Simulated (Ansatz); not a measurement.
Consider CaO in the zinc blende structure (space group F-43m, No. 216; a = 5.244 Å; a hypothetical phase, not in the database extracts checked).

(Cell as relaxed with PBE.)

Levels (all Ansatz, a first-principles code, PAW): PBE (420 eV, no SOC); r2SCAN (500 eV, scalar-relativistic without spin-orbit coupling).

Each level relaxes its own structure.

```csv
base,PBE,r2SCAN
volume per atom,18.02 Å³,17.71 Å³
lattice parameter a,524.4 pm,521.3 pm
band gap,3.27 eV,3.76 eV
```

Modification: an isotropic linear strain of −0.40 %; the atoms relax in the strained cell.

| quantity | PBE | r2SCAN |
|---|---|---|
| gap character | indirect, W → Γ | … |
| band gap | 3.32 eV | … |
| energy relative to the base (free energy F) | +0.6 meV/atom | … |
| pressure | 0.93 GPa | … |

Q: What does r2SCAN give?

A: 
- gap character, r2SCAN: indirect, W → Γ
- band gap, r2SCAN: 3.80 eV
- energy relative to the base (free energy F), r2SCAN: +0.7 meV/atom
- pressure, r2SCAN: 1.02 GPa

PBE's band gap lies 0.487 eV below r2SCAN's; PBE's pressure lies 0.083 GPa below r2SCAN's; the two agree on the gap character. Neither level is exact; r2SCAN is the comparison here, not a measurement.

Whether these cells are dynamically stable was not tested.
